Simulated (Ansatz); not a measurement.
TiSi2 under a change: biaxial strain +1.93 %, plane normal [001], relaxed out of plane

Base system: TiSi2 (space group Fddd, No. 70; a = 4.8062 Å, b = 8.2647 Å, c = 8.5654 Å). Axes: x, y, z lie along a, b, c of the conventional cell.

Modification: biaxial strain +1.93 %, plane normal [001], relaxed out of plane (Cartesian); in-plane vectors clamped, the third vector and the atoms free.

Computed with Ansatz (a program for electronic structure), PBE, PAW, cutoff 420 eV, scalar-relativistic without spin-orbit coupling. Settings: 13×13×13 k-points, 0.05 eV Fermi–Dirac smearing.

```csv
quantity,base,changed,shift
volume per atom,14.18 Å³,14.64 Å³,+0.468 Å³
space group,Fddd (No. 70),Fddd (No. 70),–
shortest interatomic distance,2.535 Å,2.542 Å,+0.007 Å
energy relative to the base (free energy F),0 meV/atom,+9.6 meV/atom,+9.6 meV/atom
"pressure (mean of the normal stresses, compression positive)",0.0 GPa,-3.6 GPa,-3.6 GPa
band gap,zero,zero,–
out-of-plane strain (rough),–,-0.57 %,–
mean in-plane stress (compression positive) (rough),–,-5.5 GPa,–
```

Final structure (turned so that z lies along the plane normal):

```xyz
6
Lattice="4.8725 0.0000 0.0000 -2.4098 4.2349 0.0000 1.2314 2.1175 4.2582" Properties=species:S:1:pos:R:3 pbc="T T T"
Si     2.4244     1.4237     0.0000
Si     0.0384     2.8112     0.0000
Si    -1.1665     4.9287     2.1291
Si     1.2195     3.5412     2.1291
Ti     0.0000     0.0000     0.0000
Ti     3.6677     2.1175     2.1291
```

Without a gap, meshes like the base's 13×13×13 leave anisotropic stresses uncertain by several tenths of a GPa, and small strain energies with them. Whether these cells are dynamically stable was not tested. The final runs are not spin-polarised.
